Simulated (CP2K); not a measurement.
CP2K run on BaIn4 (I4/mmm, 5 atoms in the cell): self-consistent single point.

Level of theory: CP2K with LDA (Pade form), GPW, DZVP-MOLOPT-SR-GTH basis, GTH-PADE potentials (GTH_POTENTIALS).

```yaml
crystal:
  lattice:
    - [7.16650, 0.00000, 0.00000]
    - [3.47081, 6.26994, 0.00000]
    - [-5.31865, -3.13497, 3.63903]
  atoms:
    - { symbol: Ba, position: [0.00000, 0.00000, 0.00000] }
    - { symbol: In, position: [0.75000, 0.25000, 0.50000] }
    - { symbol: In, position: [0.25000, 0.75000, 0.50000] }
    - { symbol: In, position: [0.61779, 0.61779, 0.00000] }
    - { symbol: In, position: [0.38221, 0.38221, 0.00000] }
```

Reference input (self-consistent single point, DFT PBEsol, GPW, DZVP-MOLOPT-SR-GTH basis, GTH-PBE potentials (GTH_POTENTIALS)): CUTOFF = 500 Ry; REL_CUTOFF = 50 Ry; SMEAR/METHOD = GAUSSIAN; SIGMA = 0.272 eV; KPOINTS/SCHEME = MONKHORST-PACK 5 5 5; XC_FUNCTIONAL = PBE:PBESOL; Ba/BASIS_SET = DZVP-MOLOPT-SR-GTH-q10; Ba/POTENTIAL = GTH-PBE-q10; In/BASIS_SET = DZVP-MOLOPT-SR-GTH-q13; In/POTENTIAL = GTH-PBE-q13; METHOD = GPW; EPS_DEFAULT = 1e-11. This run's input differs from it in these lines:

```diff
@@ -42,6 +42,3 @@
     &XC
-      &XC_FUNCTIONAL
-        &PBE
-          PARAMETRIZATION PBESOL
-        &END PBE
+      &XC_FUNCTIONAL PADE
       &END XC_FUNCTIONAL
@@ -80,3 +77,3 @@
       BASIS_SET DZVP-MOLOPT-SR-GTH-q10
-      POTENTIAL GTH-PBE-q10
+      POTENTIAL GTH-PADE-q10
     &END KIND
@@ -84,3 +81,3 @@
       BASIS_SET DZVP-MOLOPT-SR-GTH-q13
-      POTENTIAL GTH-PBE-q13
+      POTENTIAL GTH-PADE-q13
     &END KIND
```

The program printed (abridged):

```
 SCF WAVEFUNCTION OPTIMIZATION

  Step     Update method      Time    Convergence         Total energy    Change
     1 NoMix/Diag. 0.20E+00      -     1.58257945      -251.4902110570 -2.51E+02
     2 Broy./Diag. 0.20E+00      -     0.03554914      -252.5881074877 -1.10E+00
     3 Broy./Diag. 0.20E+00      -     0.08184024      -251.6465392818  9.42E-01
     4 Broy./Diag. 0.20E+00      -     0.00630238      -251.0863252351  5.60E-01
     5 Broy./Diag. 0.20E+00      -     0.00333310      -251.0954295184 -9.10E-03
     6 Broy./Diag. 0.20E+00      -     0.00089197      -251.1231365875 -2.77E-02
   [... 5 lines left out ...]
    12 Broy./Diag. 0.20E+00      -     0.00000446      -251.1326496118  7.75E-06
    13 Broy./Diag. 0.20E+00      -     0.00000057      -251.1326468054  2.81E-06
    14 Broy./Diag. 0.20E+00      -     0.00000032      -251.1326452062  1.60E-06
    15 Broy./Diag. 0.20E+00      -     0.00000003      -251.1326447990  4.07E-07
  *** SCF run converged in    15 steps ***

  Overlap energy of the core charge distribution:               0.00000000001053
  Self energy of the core charge distribution:               -412.04369934714191
  Core Hamiltonian energy:                                    121.40231147919425
  Hartree energy:                                              72.35978784609041
  Exchange-correlation energy:                                -32.84897684796173
  Smearing free energy correction:                             -0.00206792918391
  Fermi energy:                                                 0.21745016118269

  Total energy:                                              -251.13264479899331
  Total energy (extrapolated to sigma->0):                   -251.13161083440136

                     Mulliken Population Analysis

   [... lines left out ...]

 STRESS| Analytical stress tensor [bar]
 STRESS|                        x                   y                   z
 STRESS|      x       -4.19959856812E+04   1.53846208519E+03  -1.20950944430E-01
 STRESS|      y        1.53846208519E+03  -4.36990995383E+04  -6.84333367077E-02
 STRESS|      z       -1.20950944430E-01  -6.84333367077E-02  -4.46059271485E+04
 STRESS| 1/3 Trace                                            -4.34336707893E+04
```

The run converged in 15 iterations. Against the reference run the pressure goes from -2.91 to -4.34 GPa and the largest force goes from 0.074 to 0.105 eV/Å.

The starting cell comes from a database of computed structures (which also holds hypothetical and non-ambient phases and stackings), without a prior relaxation at this level. Its lattice was rescaled by a random factor within 2.5 % of one. Values carry the incompleteness of an atom-centred basis. With a pressure of about -4 GPa the cell is away from its equilibrium volume at this level.

Cost on one core of a shared machine: roughly 2 min.
